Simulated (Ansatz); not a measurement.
We consider AlPd (model structure, Cmcm, No. 63, 4 atoms in the cell), described by LDA (PAW; Ansatz, a program for electronic structure).

Settings: plane-wave cutoff 520 eV, 18×18×14 k mesh (along the axes of the cell as run), Fermi–Dirac smearing 0.05 eV, scalar-relativistic PAW data made under PBE.

Cell (relaxed at this level):

Space group Cmcm (No. 63); a = 2.7712 Å, b = 9.8169 Å, c = 4.1990 Å, α = 90.00°, β = 90.00°, γ = 90.00°

| atom | site | symmetry | x | y | z |
|---|---|---|---|---|---|
| Al | 4c | m2m | 0.0000 | 0.3497 | 0.2500 |
| Pd | 4c | m2m | 0.0000 | 0.0906 | 0.2500 |
(The calculation used a cell of 4 atoms; values per cell refer to that cell.)

### Question
Estimate the bulk modulus B0 that the calculation returns.

### Answer

bulk modulus B0: 165 GPa

The run finds no gap.

Note: the bulk modulus is −V dP/dV from two relaxed cells at ±2 % in volume; the relaxation could raise the start's symmetry but not lower it, so the cell can be a saddle point.

The computed numbers hold no vibrational or temperature effects.

It cost about 12 core-minutes (a rough figure) of CPU time.

A model structure was made by putting elements into a prototype or built by hand; it is no filed structure, need not be a known phase, and can be a saddle point held by its symmetry.
